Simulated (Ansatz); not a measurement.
We look at the energy of one form of SiC over another. The value is E(A) − E(B), in meV per atom.

A: SiC (6H, P6₃mc), 12 atoms in the cell, k-point mesh 12×12×4 on the run's own vectors.
CSi is taken in the hexagonal space group P6₃mc (No. 186), Pearson symbol hP12. Cell: a = 3.0950 Å, b = 3.0950 Å, c = 15.1866 Å, α = 90.00°, β = 90.00°, γ = 120.00°. Si1 on 2b sees 4 C at 1.894–1.898 Å (tetrahedral). Si2 on 2b sees 4 C at 1.895–1.898 Å (tetrahedral). Si3 on 2a has 4 C at 1.896–1.904 Å (tetrahedral). C1 on 2a is coordinated by 4 Si at 1.894–1.904 Å (tetrahedral). C2 on 2b sees 4 Si at 1.895–1.898 Å (tetrahedral). C3 on 2b has 4 Si at 1.896 Å (tetrahedral). (Neighbours: up to the widest gap in distance over summed covalent radii, below 1.35, at either atom.)

B: SiC (3C, zinc blende, F-43m), 2 atoms in the cell, k-point mesh 14×14×14 on the run's own vectors.
Space group F-43m (No. 216); a = b = c = 4.380 Å, α = β = γ = 90.00°

```csv
atom,site,symmetry,x,y,z
Si,4c,-43m,0.2500,0.2500,0.2500
C,4a,-43m,0.0000,0.0000,0.0000
```
(The calculation used a cell of 2 atoms; values per cell refer to that cell.)

Computed with Ansatz (plane waves, PAW), its default PAW set, cutoff 420 eV, 500 eV for r2SCAN. The structures are at rest with PBE; other levels are single points on them. HSE06 runs on coarser k-point meshes, mended by the PBE difference between the two meshes. Neutral cells; Fermi-Dirac smearing of at most 0.05 eV in the solids, energies taken to zero width. The lattices are those relaxed with PBE, so at other levels the solids can be strained, which adds to the spread. A dispersion term (D3(BJ), or D4 for r2SCAN) was computed beside these levels and is taken off wherever the name lacks it. Nuclei at rest; no vibrational terms. Cells are local rest points, mostly with their start's symmetry.

### Question
What is the computed value (r2SCAN)?

### Answer
0 meV/atom for A less B, too close to call.

### Question
List the value at the remaining levels and say how far they part.

### Answer
```json
[
 {"Method": "HSE06", "value (meV/atom)": "-1", "less r2SCAN": "-1"}
]
```

The levels span only 1 meV/atom, too little to tell them apart.

Ansatz is an electronic-structure program.
